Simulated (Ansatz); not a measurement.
SrO (Fm-3m), r2SCAN, rigid bands in Ansatz (a first-principles code). Band gap 3.79 eV, N_c = 3.26e19 cm⁻³ and N_v = 2.88e20 cm⁻³ at 300 K, conductivity masses of 0.515 mₑ (electrons) and 1.39 mₑ (holes). Take k_BT = 0.02585 eV.

A film of it is 2 nm thick. Estimate the confinement energies in an infinite well.

ħ²π²/(2m t²) = 0.376 eV·nm²/(m/mₑ × t²) gives 183 meV for electrons and 67.6 meV for holes, so the gap would widen to about 4.04 eV. Finite barriers and nonparabolic bands lower this, and with several valleys or bands the heaviest mass along the normal sets the lowest level, not this average.

What thermal injection velocity √(2k_BT/πm) limits a ballistic channel?

7.50e6 cm/s for electrons and 4.56e6 cm/s for holes, a ratio of √(m_h/m_e) = 1.64, for dilute carriers.

Find the intrinsic carrier density and the intrinsic Fermi level.

n_i = √(N_c N_v) exp(−E_g/2k_BT) = 9.69e19 × exp(−73.30) = 1.4e-12 cm⁻³. The level lies (k_BT/2) ln(N_v/N_c) = 28 meV from mid-gap (positive towards the conduction band). Each 0.1 eV added to the gap lowers n_i by a factor of 6.9.

Rigid bands with the computed gap; masses take one relaxation time for all states. Spin-orbit coupling is left out; where it splits the top of the valence band, N_v and the p-type Seebeck coefficient come out somewhat high without it. Geometry: cell and atoms relaxed with PBEsol.
